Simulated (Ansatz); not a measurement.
## A series of runs on HfN (P2_13, 8 atoms in the cell)

```xyz
8
Lattice="4.6946 0.0000 0.0000 0.0000 4.6946 0.0000 0.0000 0.0000 4.6946" Properties=species:S:1:pos:R:3 pbc="T T T"
Hf     0.6409     0.6409     0.6409
Hf     2.9882     1.7064     4.0537
Hf     4.0537     2.9882     1.7064
Hf     1.7064     4.0537     2.9882
N      3.9547     3.9547     3.9547
N      1.6074     3.0872     0.7399
N      0.7399     1.6074     3.0872
N      3.0872     0.7399     1.6074
```

Base run A: PBE run with Ansatz (a quantum-chemistry and plane-wave program), self-consistent single point.

Its settings: kpoints.mp_grid.grid = 5 5 5; kpoints.mp_grid.shift = 0.5 0.5 0.5; hamiltonian.xc = pbe; hamiltonian.pseudopotentials = {kind: paw} (the program's default PAW files); scf.occupations.method = methfessel_paxton; scf.occupations.width = 0.02 Ry.

The starting cell was generated: these elements placed on a structure prototype, without a prior relaxation; it need not be a known phase or ordering of this composition. In the base run, with a pressure of about -11 GPa the cell is away from its equilibrium volume at this level. In the base run, forces exceed 1 eV/Å. Ansatz's pressure includes its estimate of the finite-basis (Pulay) stress.

ΔF is the free energy per atom less that of run A. 

```json
[
 {"run": "A", "scf.occupations.width": "0.02 Ry", "ΔF (meV/atom)": "0.00", "pressure (GPa)": "-10.92", "largest force (eV/Å)": "1.306", "TS (meV/atom)": "0.9"},
 {"run": "B", "scf.occupations.width": "0.0001 Ry", "ΔF (meV/atom)": "-0.81", "pressure (GPa)": "-10.89", "largest force (eV/Å)": "1.315", "TS (meV/atom)": "0.0"},
 {"run": "C", "scf.occupations.width": "0.0007 Ry", "ΔF (meV/atom)": "-0.82", "pressure (GPa)": "-10.89", "largest force (eV/Å)": "1.315", "TS (meV/atom)": "0.0"},
 {"run": "D", "scf.occupations.width": "0.0018 Ry", "ΔF (meV/atom)": "-0.84", "pressure (GPa)": "-10.88", "largest force (eV/Å)": "1.315", "TS (meV/atom)": "0.0"},
 {"run": "E", "scf.occupations.width": "0.0037 Ry", "ΔF (meV/atom)": "-0.85", "pressure (GPa)": "-10.88", "largest force (eV/Å)": "1.318", "TS (meV/atom)": "-0.1"},
 {"run": "F", "scf.occupations.width": "0.0073 Ry", "ΔF (meV/atom)": "-0.58", "pressure (GPa)": "-10.88", "largest force (eV/Å)": "1.316", "TS (meV/atom)": "-0.8"},
 {"run": "G", "scf.occupations.width": "0.011 Ry", "ΔF (meV/atom)": "-0.16", "pressure (GPa)": "-10.90", "largest force (eV/Å)": "1.315", "TS (meV/atom)": "-1.1"},
 {"run": "H", "scf.occupations.width": "0.0147 Ry", "ΔF (meV/atom)": "0.07", "pressure (GPa)": "-10.91", "largest force (eV/Å)": "1.312", "TS (meV/atom)": "-0.4"},
 {"run": "I", "scf.occupations.width": "0.022 Ry", "ΔF (meV/atom)": "-0.10", "pressure (GPa)": "-10.93", "largest force (eV/Å)": "1.304", "TS (meV/atom)": "1.2"},
 {"run": "J", "scf.occupations.width": "0.0367 Ry", "ΔF (meV/atom)": "-0.82", "pressure (GPa)": "-11.00", "largest force (eV/Å)": "1.302", "TS (meV/atom)": "2.0"},
 {"run": "K", "scf.occupations.width": "0.0588 Ry", "ΔF (meV/atom)": "-3.9", "pressure (GPa)": "-11.10", "largest force (eV/Å)": "1.263", "TS (meV/atom)": "12.0"}
]
```

Run K against A: The free energy goes down by 3.9 meV/atom, the pressure goes from -10.92 to -11.10 GPa and the largest force goes from 1.306 to 1.263 eV/Å.

Run E against A: The free energy hardly moves (within 1 meV/atom), the pressure moves little (-10.92 to -10.88 GPa) and the largest force goes from 1.306 to 1.318 eV/Å.

Keys are those of Ansatz 0.2.
